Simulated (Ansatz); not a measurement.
Ansatz (a quantum-chemistry and plane-wave program) run on Y (P6_3/mmc, 2 atoms in the cell): self-consistent single point.

Method: PBE, harder PAW files (source: ansatz) (plane waves; Ansatz).

The change in words: lattice scaled by 1.03; basis.ecutwfc: 30.9 Ry → 18.4 Ry. Reference geometry:
```
Y
1.0
    3.70522     0.00000     0.00000
   -1.85261     3.20882     0.00000
    0.00000     0.00000     5.98028
Y
2
Cartesian
  0.00000   2.13921   1.49507
  1.85261   1.06960   4.48521
```
Moments meant for the start (each program seeds them in its own way; μB, in the order of the atoms Y Y): 1.0 1.0.

Reference input (self-consistent single point, DFT, PBE, plane waves, harder PAW files (source: ansatz)): basis.ecutwfc = 30.9 Ry; kpoints.mp_grid.grid = 7 7 4; hamiltonian.xc = pbe; hamiltonian.pseudopotentials = {kind: paw, source: ansatz}; magnetization.spin_polarized = true; scf.occupations.method = gaussian; scf.occupations.width = 0.02 Ry. This run's input differs from it in these lines:

Ansatz 0.2 input:
```diff
@@ -2,5 +2,5 @@
   lattice:
-    - [3.705222, 0.000000, 0.000000]
-    - [-1.852611, 3.208816, 0.000000]
-    - [0.000000, 0.000000, 5.980282]
+    - [3.816379, 0.000000, 0.000000]
+    - [-1.908189, 3.305080, 0.000000]
+    - [0.000000, 0.000000, 6.159690]
   atoms:
@@ -9,3 +9,3 @@
 basis:
-  ecutwfc: 30.9 Ry
+  ecutwfc: 18.4 Ry
 kpoints:
```

Output (repeated stretches shortened):

```
SCF iter   1: F=—  HF=-7697.747937 eV  |F-HF|=—  |Δ(HF+E_count)|=         —  Δρ=1.79e-2 (↑1.79e-2 ↓9.48e-3)  dr2=2.90e-1  dr2_m=9.69e-2  M=1.055 μB ∫|m|=1.055 μB  β_m=0.30  ethr=1.32e-3  ⟨swp⟩=1.0  Hψ=4442  notcnv=0
all-band conjugate gradients solve this SCF's bands
preconditioner: auto → Kerker (q_TF=auto, 2.211 Å⁻¹)
spin=Collinear: Kerker preconditioning applied to the charge; magnetization (m = ρ↑ − ρ↓) channel mixes plain (no charge-response kernel on spin).
   [... lines left out ...]
SCF iter  16: F=—  HF=-7697.815678 eV  |F-HF|=—  |Δ(HF+E_count)|=   1.11e-7  Δρ=5.19e-7 (↑5.19e-7 ↓3.79e-7)  dr2=8.87e-10  dr2_m=2.68e-11  M=0.000 μB ∫|m|=0.000 μB  β_m=1.00  ethr=2.79e-11  ⟨swp⟩=5.6  Hψ=3071  notcnv=0
SCF iter  17: F=-7697.815678 eV  HF=-7697.815678 eV  |F-HF|=1.82e-12  |Δ(HF+E_count)|=  9.77e-10  Δρ=1.08e-7 (↑8.44e-8 ↓1.08e-7)  dr2=3.80e-11  dr2_m=5.82e-13  M=0.000 μB ∫|m|=0.000 μB  ethr=4.03e-12  ⟨swp⟩=3.2  Hψ=1668  notcnv=0
SCF 1 converged in 17 iterations: F = -7697.815678 eV  dr2 = 3.80e-11
WARN: the starting moments were not kept: the SCF closed with an absolute magnetisation of 1.5e-5 μB, where they sum to 2 μB in size (2 sites) …
Magnetization: 0.0000 μB (11.0000 up, 11.0000 down)
   [... lines left out ...]
Absolute magnetization: 0.0000 μB (∫|ρ↑−ρ↓|, with the PAW one-centre terms)
Free energy (F): -7697.815678 eV
Fermi energy:    7.714760 eV
   [... lines left out ...]
  atom   2  Y     -0.00000000     0.00000000     0.00000000
--- Stress (GPa, compression-positive) ---
       -4.800747      -0.000000       0.000000
        0.000000      -4.800747      -0.000000
        0.000000      -0.000000      -6.109189
  P = ⅓ Tr σ = -5.2369 GPa (-52.369 kbar)
  The stress holds the Pulay correction. Without it, at fixed plane waves, as pw.x and ABINIT print it: P = -11.6707 GPa
```

The run converged in 17 iterations. Against the reference run the free energy goes up by 334 meV/atom and the pressure goes from -2.69 to -5.24 GPa.

The starting cell comes from a database of computed structures (which also holds hypothetical and non-ambient phases and stackings), without a prior relaxation at this level. Its lattice was rescaled by a random factor within 2.5 % of one. For this run, on top of that: lattice scaled by 1.03. The starting moments vanished: the run ended non-magnetic. The program warned that a starting moment was not kept. Ansatz's pressure includes its estimate of the finite-basis (Pulay) stress. Without the estimate this run gives -11.67 GPa. The cutoff lies below the one recommended for these files.
